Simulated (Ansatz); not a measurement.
NbAs2 (model structure, started from the MoP2 type, Cmc2₁, No. 36, 6 atoms in the cell), treated with r²SCAN (plane waves, PAW; Ansatz, a quantum-chemistry and plane-wave program).

The input as run:

Ansatz 0.2 input:
```yaml
crystal:
  lattice:
    - [1.7405217296, -6.0338762138, 0.0]
    - [1.7405217296, 6.0338762138, 0.0]
    - [0.0, 0.0, 5.3934935765]
  atoms:
    - { symbol: Nb, position: [0.9092556049, 0.0907443951, 0.5000538509] }
    - { symbol: Nb, position: [0.0907443951, 0.9092556049, 1.0000538509] }
    - { symbol: As, position: [0.5691206384, 0.4308793616, 0.3681107814] }
    - { symbol: As, position: [0.4308793616, 0.5691206384, 0.8681107814] }
    - { symbol: As, position: [0.2968311397, 0.7031688603, 0.2068453677] }
    - { symbol: As, position: [0.7031688603, 0.2968311397, 0.7068453677] }
basis:
  ecutwfc: 560
  ecutrho_ratio: 4
  xc_grid: 3
kpoints:
  mp_grid: { grid: [16, 16, 10] }
hamiltonian:
  xc: r2scan
  dispersion: none
  pseudopotentials: { kind: paw }
scf:
  occupations: { method: fermi_dirac, width: 0.05 }
output:
  forces: true
  stress: true
  eigenvalues: true
relax:
  f_tol: 0.004
  escape_saddle: false
  max_steps: 80
  cell: { stress_tol: 0.02, fix: [volume] }
```

Excerpt of the program's output:

```
Relaxation: its limit of steps is 80 (relax.max_steps)
Crystal: 6 atoms, lattice volume = 113.286 Å³
Basis set: ecut = 560 eV, 3405 PW (Γ), exchange–correlation on 150×150×135 points (27 copies of the dense FFT grid, shifted against one another)
Bands: 52, of which v1, the nominal top of the filled ones, is band 43 counted from 1 (42 counted from 0)
Symmetry: 4 space group operations
Space group: Cmc21 (ITA 36), of the structure as read, at distance tolerance 4.8e-5 Å
k-points: 438 of 2560 (time reversal used)
Functional: x = r2scan, c = r2scan; τ floored in thin density (d = 2e-4 eV/Å³)
SCF iter   1: F=—  HF=-28588.413284 eV  |F-HF|=—  |Δ(HF+E_count)|=         —  Δρ=1.10e-2  dr2=2.34e-1  dr2_τ=3.55e-2
SCF iter   2: F=—  HF=-28588.445003 eV  |F-HF|=—  |Δ(HF+E_count)|=   3.17e-2  Δρ=4.94e-3  dr2=2.23e-2  dr2_τ=5.07e-3
  ...
SCF 1 converged in 9 iterations: F = -28588.453445 eV  dr2 = 1.95e-8
Crystal: 6 atoms, lattice volume = 113.286 Å³
Basis set: ecut = 560 eV, 3401 PW (Γ), exchange–correlation on 150×150×135 points (27 copies of the dense FFT grid, shifted against one another)
Initial density: handed on by an earlier stage of this run
SCF 2 converged in 7 iterations: F = -28588.442853 eV  dr2 = 4.11e-7
Crystal: 6 atoms, lattice volume = 113.286 Å³
SCF 3 converged in 12 iterations: F = -28588.455003 eV  dr2 = 4.21e-12
Crystal: 6 atoms, lattice volume = 113.286 Å³
SCF 4 converged in 5 iterations: F = -28588.455016 eV  dr2 = 6.12e-9
Crystal: 6 atoms, lattice volume = 113.286 Å³
SCF 5 converged in 6 iterations: F = -28588.455022 eV  dr2 = 6.54e-10
Crystal: 6 atoms, lattice volume = 113.286 Å³
SCF iter   5: F=—  HF=-28588.455021 eV  |F-HF|=—  |Δ(HF+E_count)|=  2.18e-11  Δρ=6.82e-8  dr2=1.10e-11  dr2_τ=6.46e-13
SCF iter   6: F=-28588.455021 eV  HF=-28588.455021 eV  |F-HF|=3.64e-12  |Δ(HF+E_count)|=  1.09e-11  Δρ=1.75e-8  dr2=5.56e-13  dr2_τ=5.09e-14
SCF 6 converged in 6 iterations: F = -28588.455021 eV  dr2 = 5.56e-13
SCF converged after 6 iterations
Free energy (F): -28588.455021 eV
Internal energy: -28588.425475 eV  (E = F + TS)
E sigma→0 (E₀):  -28588.440248 eV
Fermi energy:    13.809715 eV
--- Forces (eV/Å), atoms counted from 1 ---
  atom   1  Nb     0.00000000    -0.00030777     0.00055480
  atom   2  Nb    -0.00000000     0.00030777     0.00055480
  atom   3  As    -0.00000000     0.00086659    -0.00147261
  atom   4  As     0.00000000    -0.00086659    -0.00147261
  atom   5  As     0.00000000     0.00140790     0.00091740
  atom   6  As    -0.00000000    -0.00140790     0.00091740
--- Stress (GPa, compression-positive) ---
       -2.410711      -0.000000       0.000000
       -0.000000      -2.418504      -0.000000
        0.000000      -0.000000      -2.418587
  P = ⅓ Tr σ = -2.4159 GPa (-24.159 kbar)
```

The cell is one volume of an energy–volume scan, off the minimum.

The PAW data were made under PBE.

Note: the relaxation could raise the start's symmetry but not lower it, so the cell can be a saddle point.

Cost on a shared machine: around 40 core-minutes (rough).

A model structure was made by putting elements into a prototype or built by hand; it is no filed structure, need not be a known phase, and can be a saddle point held by its symmetry.
